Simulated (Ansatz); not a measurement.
Consider ZnSe in the zinc blende structure (space group F-43m, No. 216).

```
ZnSe
1.0
    0.00000     2.83304     2.83304
    2.83304     0.00000     2.83304
    2.83304     2.83304     0.00000
Se Zn
1 1
Cartesian
  4.24956   4.24956   4.24956
  0.00000   0.00000   0.00000
```

Cartesian axes are those of the cell as printed.

Calculations: r2SCAN in Ansatz (plane waves to 500 eV, PAW, without spin-orbit coupling), earlier PAW set.

Before the change:

The band gap is 1.86 eV.

It is then changed as follows: compressive biaxial strain of 4.63 % in the plane normal to [001], as in epitaxy on a mismatched substrate; the out-of-plane cell vector and the atoms relax.

Problem. How does this affect the band gap?

Solution. The band gap is still 1.86 eV.

Problem. How does this affect the energy relative to the base?

Solution. The energy increases by 27 meV/atom.

Whether these cells are dynamically stable was not tested.

Ansatz is a first-principles code.
